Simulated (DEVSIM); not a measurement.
**abrupt Si p-n junction**

System: abrupt Si p-n junction, at 250 K.

| layer (left to right) | material | thickness (μm) | Nd (cm⁻³) | Na (cm⁻³) | τn (s) | τp (s) |
|---|---|---|---|---|---|---|
| 1 | Si | 1.80 | - | 9.3e15 | 6.6e-6 | 6.6e-6 |
| 2 | Si | 2.10 | 1.1e14 | - | 6.6e-6 | 6.6e-6 |

Left contact: ohmic. Right contact: ohmic. Voltage is applied to the left contact. Recombination: SRH at mid-gap. Mobility is μmin + (μ − μmin)/(1 + (N/Nref)^α).

Constants are typed, rounded textbook-type inputs, not results; the design itself was drawn at random and stands for no fabricated device. Values at 300 K; Nc and Nv go as T^1.5, mobilities as T to minus their exponent, the gap by Varshni's rule with the affinity fixed.

| parameter | Si |
|---|---|
| gap (eV) | 1.124 |
| affinity (eV) | 4.05 |
| permittivity | 11.7 |
| Nc (cm⁻³) | 2.86e19 |
| Nv (cm⁻³) | 3.1e19 |
| μn (cm²/Vs) | 1417 |
| μp (cm²/Vs) | 470 |
| μn,min | 52 |
| μp,min | 45 |
| Nref,n | 9.7e16 |
| Nref,p | 2.2e17 |
| αn | 0.68 |
| αp | 0.72 |
| T exponent of μn | 2.3 |
| T exponent of μp | 2.2 |
| Varshni α (eV/K) | 0.000473 |
| Varshni β (K) | 636 |

DEVSIM, 1D drift-diffusion, Boltzmann statistics, complete ionisation; no tunnelling, impact ionisation, image-force lowering or self-heating.

The potential step across the device at zero bias comes out as 0.705 V, the largest field in the device at zero bias is 6300 V/cm and the dark forward voltage at 1 A/cm² comes out as 0.602 V. The dark forward voltage at 100 A/cm² is 0.788 V.

Dark forward current:

```json
[
 {"V (V)": "0.05", "J (A/cm²)": "1.4e-10"},
 {"V (V)": "0.15", "J (A/cm²)": "8.4e-9"},
 {"V (V)": "0.30", "J (A/cm²)": "4.7e-6"},
 {"V (V)": "0.40", "J (A/cm²)": "0.00031"},
 {"V (V)": "0.55", "J (A/cm²)": "0.14"},
 {"V (V)": "0.65", "J (A/cm²)": "4.7"},
 {"V (V)": "0.75", "J (A/cm²)": "55"},
 {"V (V)": "0.90", "J (A/cm²)": "270"},
 {"V (V)": "1.00", "J (A/cm²)": "380"},
 {"V (V)": "1.10", "J (A/cm²)": "470"},
 {"V (V)": "1.25", "J (A/cm²)": "580"},
 {"V (V)": "1.35", "J (A/cm²)": "650"},
 {"V (V)": "1.50", "J (A/cm²)": "750"},
 {"V (V)": "1.60", "J (A/cm²)": "810"}
]
```
